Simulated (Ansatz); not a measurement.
Base system: CdGeAs2 in the chalcopyrite structure (space group I-42d, No. 122; a = 6.0477 Å, c = 11.4884 Å). Axes: x, y, z lie along a, b, c of the conventional cell.

All numbers come from PBE (Ansatz, a quantum-chemistry and plane-wave program), no spin-orbit coupling.

For the base:

| Quantity | Result |
|---|---|
| Shortest interatomic distance | 248.4 pm |
| Pressure | -0.01 GPa |

One thing is altered: tensile biaxial strain of 1.50 % in the plane normal to [001], as in epitaxy on a mismatched substrate; the out-of-plane cell vector and the atoms relax.

Problem. How does this affect the out-of-plane strain?

Solution. The out-of-plane strain is -1.76 %.

Problem. What happens to the shortest interatomic distance?

Solution. The shortest interatomic distance goes up by 0.7 pm, from 248.4 pm to 249.1 pm.

Problem. What does the calculation give for the pressure after the change?

Solution. The pressure (mean of the normal stresses, compression positive) decreases by 0.676 GPa, from -0.01 GPa to -0.68 GPa.

Whether these cells are dynamically stable was not tested.
